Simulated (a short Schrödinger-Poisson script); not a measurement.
Solved with a short Schrödinger-Poisson script written for these runs: 1D Poisson equation in equilibrium, electrons quantum, Hartree (BenDaniel-Duke, 40 states a valley, the channel's in-plane mass for all, wave functions free to enter the barrier), parabolic valleys, classical holes, full ionisation, no traps, pinning or gate leakage.

Structure: gated Al0.4Ga0.6N/GaN polarisation-induced gas, at 77 K.

From the gate side: 10 nm Al0.4Ga0.6N; 6000 nm GaN, acceptors 9e14 cm⁻³.

The device is made up for the run: typed textbook-type constants, with dimensions and the other settings drawn at random. Al0.4Ga0.6N: permittivity 9.26, conduction-band edge (eV) 0.58, gap (eV) 4.258, electron mass (mₑ) 0.248, Nv at 300 K (cm⁻³) 4.6e19. GaN: permittivity 9.5, conduction-band edge (eV) 0, gap (eV) 3.43, Nv at 300 K (cm⁻³) 4.6e19.

Channel valleys (confinement mass, in-plane density-of-states mass, number): Γ 0.2, 0.2, 1. At the gate the conduction-band edge of layer 1 lies 1.36 eV − eVg above the Fermi level of the channel; the field vanishes at the back. Sheet of polarisation charge: +2e13 e/cm² at 10 nm from the gate. The barrier under the gate holds no holes. Gaps are held at their typed values at every temperature. Mesh 0.08 nm at interfaces.

Question: Give the lowest subband against the Fermi level at Vg = 0.5 V (meV); the sheet density of all electrons at Vg = -2 V (cm⁻²); the centroid of the channel electrons at Vg = 0.5 V (nm).

Answer: lowest subband against the Fermi level at Vg = 0.5 V (meV): -169; sheet density of all electrons at Vg = -2 V (cm⁻²): 4.44e12; centroid of the channel electrons at Vg = 0.5 V (nm): 1.67.
